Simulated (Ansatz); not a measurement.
The reference is CdS in the zinc blende structure (space group F-43m, No. 216; a = 5.927 Å).

Computed with DFT with PBE, PAW potentials and a 420 eV plane-wave cutoff in Ansatz (a program for electronic structure), no spin-orbit coupling, earlier PAW set.

Base values:

| Property | Result |
|---|---|
| Electron mass | 0.12 mₑ (at Γ) |
| Volume per atom | 26.03 Å³ |

Perturbation: full substitution Cd → Be, then cell and atoms are relaxed.

Tabulated Pauling electronegativity and covalent radius: Cd 1.69, 1.44 Å; Be 1.57, 0.96 Å.

Question: Estimate the effect on the electron mass and volume per atom.

Answer: The electron mass changes from 0.12 mₑ (at Γ) to 0.84 mₑ along k, 0.29 mₑ across (at X); the volume per atom decreases by 11.54 Å³, from 26.03 Å³ to 14.49 Å³.

The levels and masses belong to the bands next to the band gap. Masses are band curvatures over ±0.01 Å⁻¹ around the edge. Along k means along the line from Γ to the band edge. No phonon test of stability was made.
